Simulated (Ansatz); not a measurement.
The parent structure is TiC in the rock salt structure (space group Fm-3m, No. 225; relaxed with 0.1 eV smearing).

```
TiC
1.0
    0.00000     2.14668     2.14668
    2.14668     0.00000     2.14668
    2.14668     2.14668     0.00000
Ti C
1 1
Direct
  0.00000   0.00000   0.00000
  0.50000   0.50000   0.50000
```

Cartesian axes are those of the cell as printed.

Calculations: PBEsol (Ansatz, a quantum-chemistry and plane-wave program; PAW; 420 eV plane waves; no spin-orbit coupling).

The change: tensor shear ε_xy = +1.71 % (engineering shear γ = 0.0342); the atoms relax in the strained cell.

### Question
Predict the stress tensor and what it implies for the stiffness.

### Answer
Stress of the strained cell less that of the base (GPa, compression positive):
```
    0.1    -5.9     0.0
   -5.9     0.1     0.0
    0.0     0.0     0.0
```

Then −Δσ/γ with γ = 2ε = 0.0342 gives secant stiffness values (nonlinear terms included at this strain): C66 ≈ 173 GPa.

As a check, the harmonic strain energy −½ V₀ Δσ:ε is 6.3 meV/atom; the computed energy rise is 6.3 meV/atom.

No phonon test of stability was made. The final runs are not spin-polarised.
